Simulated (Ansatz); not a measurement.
# A computed series for C: pressure series

The parent structure is C in the diamond structure (space group Fd-3m, No. 227; a = 3.572 Å).

Cell and atoms are relaxed at each pressure.

Computed with DFT with PBE, PAW potentials and a 420 eV plane-wave cutoff in Ansatz (a first-principles code), no SOC, earlier PAW set.

Candidates:
(a) pressure 0.3 GPa
(b) pressure −2 GPa
(c) pressure 7.5 GPa

For the base:

The width of the top valence band is 8.29 eV.

Order them by width of the top valence band, lowest first.

(b) pressure −2 GPa (8.25 eV), (a) pressure 0.3 GPa (8.30 eV), (c) pressure 7.5 GPa (8.44 eV)

The levels and masses belong to the bands next to the band gap. Load acts through the strain it causes; cell and atoms are relaxed under it. Whether these cells are dynamically stable was not tested. Competing high-pressure phases were not computed.
